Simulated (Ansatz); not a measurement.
System: cubic perovskite CsPbCl₃ (cubic high-temperature phase). Method: revPBE (plane waves, PAW; Ansatz, a program for electronic structure).

Settings: plane-wave cutoff 520 eV, 6×6×6 k mesh, Fermi–Dirac smearing 0.01 eV, scalar-relativistic PAW data made under PBE.

Computed at the level's own relaxed cell.

Task: Predict the Γ–Γ gap, equilibrium lattice constant a, pressure derivative B′ of the bulk modulus and band gap.

Result: 
- Γ–Γ gap = 5.89 eV
- equilibrium lattice constant a = 5.835 Å
- pressure derivative B′ of the bulk modulus = 4.6
- band gap = 2.47 eV

Note: the cell is over a tenth larger than the published one: the level's own overestimate first of all, though another phase or state, or a fault of the published cell, is possible; the relaxation could not lower the start's symmetry, so the cell can be a saddle point above a distorted one.

Spin–orbit coupling is not included; with these elements it can move the gap by several tenths of an eV or more.

Static lattice: no zero-point or thermal effects.
